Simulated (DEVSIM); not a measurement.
Structure: Schottky contact on p-type GaP, at 400 K.

Layer 1 from the left is GaP, thickness (μm) 2.10, Na (cm⁻³) 1.6e16, τn (s) 1.1e-7, τp (s) 1.1e-7. Layer 2 from the left is GaP, thickness (μm) 45.0, Na (cm⁻³) 1.1e18, τn (s) 1.1e-7, τp (s) 1.1e-7.

Left contact: Schottky, work function 5.15 eV, emission velocity 4.3e6 cm/s. Right contact: ohmic. Voltage is applied to the left contact. Recombination: SRH at mid-gap, radiative. Mobility is μmin + (μ − μmin)/(1 + (N/Nref)^α).

This is a model device: material constants are rounded textbook-type values typed into the input, and sizes, dopings and lifetimes were drawn at random. Values at 300 K; Nc and Nv go as T^1.5, mobilities as T to minus their exponent, the gap by Varshni's rule with the affinity fixed.

GaP: gap (eV) 2.26, affinity (eV) 3.8, permittivity 11.1, Nc (cm⁻³) 1.8e19, Nv (cm⁻³) 1.9e19, μn (cm²/Vs) 250, μp (cm²/Vs) 150, μn,min 10, μp,min 10, Nref,n 4.4e18, Nref,p 1e18, αn 0.8, αp 0.85, T exponent of μn 1.6, T exponent of μp 1.98, B (cm³/s) 1e-13, Varshni α (eV/K) 0.00058, Varshni β (K) 372.

DEVSIM, 1D drift-diffusion, Boltzmann statistics, complete ionisation; no tunnelling, impact ionisation, image-force lowering or self-heating. Metal contacts follow the ideal Schottky-Mott rule: no Fermi-level pinning, no interface dipoles.

Dark forward current:

```
|V| (V)  |J| (A/cm²)
-------  -----------
0.05       0.0003810
0.10        0.001951
0.15        0.008411
0.20         0.03484
0.25          0.1416
0.30          0.5608
0.35           2.086
0.40           6.696
0.45           16.83
0.50           32.88
0.55           53.42
0.60           76.95
0.65           102.5
0.70           129.3
0.75           157.2
0.80           185.8
0.85           214.9
0.90           244.5
0.95           274.5
1.00           304.8
1.05           335.3
1.10           366.0
1.15           396.9
1.20           428.0
1.25           459.2
1.30           490.5
```

**Question.** Work out the local ideality factor n = ΔV / (kT/q · ln(J2/J1)) between the rows 0.15 and 0.20 V, 1.25 and 1.30 V.

**Answer.** kT/q = 34.47 mV. From 0.15 to 0.20 V: ln(0.03484/0.008411) = 1.421, n = 1.02, near the 1 of diffusion or emission over a barrier. From 1.25 to 1.30 V: ln(490.5/459.2) = 0.066, n = 22.00; the layers' resistance at their doping, Σ W/(qμN) = 0.0016 Ω cm², would take 49 mV of this step of 50 mV.

**Question.** Estimate the current at 0.20 V for emission alone, J0 = q v N_band exp(−φB/kT), and read the barrier back from the simulated current.

**Answer.** φB = 0.867 eV, N_band = 2.93e19 cm⁻³, J0 = 0.000237 A/cm²; J = J0 (exp(qV/kT) − 1) = 0.0782 A/cm². The simulation gives 0.0348 A/cm²; the estimate lies 120 % above. Read backwards, the simulated current gives an apparent barrier of 0.895 eV. The estimate leaves out transport through the depletion region and minority injection.
